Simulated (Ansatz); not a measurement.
Consider BaTiO$_{3}$ in the cubic perovskite structure (space group Pm-3m, No. 221; a = 3.9944 Å).

Level of theory: r2SCAN, PAW, 500 eV (Ansatz, a first-principles code; no spin-orbit coupling), earlier PAW set.

Strains are applied to the cell and any free atomic positions relax.

One change was made to it. Results:

The pressure goes from zero to 3.40 GPa; the energy rises by 2.4 meV/atom; the band gap goes up by 0.046 eV to 2.22 eV.

Name the change that was made.
A. isotropic strain −0.60 %
B. isotropic strain −3.00 %
C. isotropic strain −2.92 %

A, isotropic strain −0.60 %. For comparison, the band gap in the other runs: isotropic strain −2.92 % gives 2.38 eV; isotropic strain −3.00 % gives 2.39 eV.

Whether these cells are dynamically stable was not tested. The final runs are not spin-polarised. Many cubic perovskites are stable only at high temperature; tilts and polar distortions were not tested. This is not the structure that BaTiO3 has at room temperature and ambient pressure.
